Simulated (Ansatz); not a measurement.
Take MgO in the rock salt structure (space group Fm-3m, No. 225) as the base.

```
MgO
1.0
    0.00000     2.10705     2.10705
    2.10705     0.00000     2.10705
    2.10705     2.10705     0.00000
Mg O
1 1
Direct
  0.00000   0.00000   0.00000
  0.50000   0.50000   0.50000
```

Cartesian axes are those of the cell as printed.

Level of theory: plane-wave PAW DFT at the PBEsol level (Ansatz, an electronic-structure program, 420 eV), no spin-orbit coupling.

Base values:

The valence-band top at Γ is 0.00, 0.00, 0.00 eV and the gap character is direct at Γ.

Modification: tensor shear ε_xy = +0.57 % (engineering shear γ = 0.0114); the atoms relax in the strained cell.

### Question
Estimate the effect on the valence-band top at Γ.

### Answer
The valence-band top at Γ (three highest levels, from the VBM) goes from 0.00, 0.00, 0.00 eV to 0.00, -0.04, -0.09 eV.

### Question
How does this affect the energy relative to the base?

### Answer
The energy rises by 0.6 meV/atom.

### Question
How does this affect the stress?

### Answer
The stress (xx, yy, zz, yz, xz, xy; compression positive) amounts to (0.02, 0.02, -0.01, 0.00, 0.00, -1.65) GPa.

### Question
What happens to the gap character?

### Answer
The gap character stays direct at Γ.

Stability against distortions was not tested. Labels are those of the standard path for the cell's own space group.
